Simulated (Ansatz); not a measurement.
MoS2 (model structure, started from the fluorite type, Fm-3m, No. 225, 3 atoms in the cell), treated with LDA (Ansatz, a quantum-chemistry and plane-wave program, plane waves, PAW).

Settings: plane-wave cutoff 520 eV, 16×16×16 k mesh, Fermi–Dirac smearing 0.05 eV, no spin polarisation, scalar-relativistic PAW data made under PBE.

Cell (relaxed at this level):

```
CELL_PARAMETERS angstrom
      0.00000     2.88130     2.88130
      2.88130     0.00000     2.88130
      2.88130     2.88130     0.00000
ATOMIC_POSITIONS crystal
  Mo 0.00000 0.00000 0.00000
  S  0.25000 0.25000 0.25000
  S  0.75000 0.75000 0.75000
```

Question: Predict the bulk modulus.

Answer: 
- bulk modulus = 162 GPa

Note: the run has no spin polarisation, so it can have missed a magnetic state; the bulk modulus is −V dP/dV from two relaxed cells at ±2 % in volume; the relaxation could raise the start's symmetry but not lower it, so the cell can be a saddle point.

A model structure was made by putting elements into a prototype or built by hand; it is no filed structure, need not be a known phase, and can be a saddle point held by its symmetry.
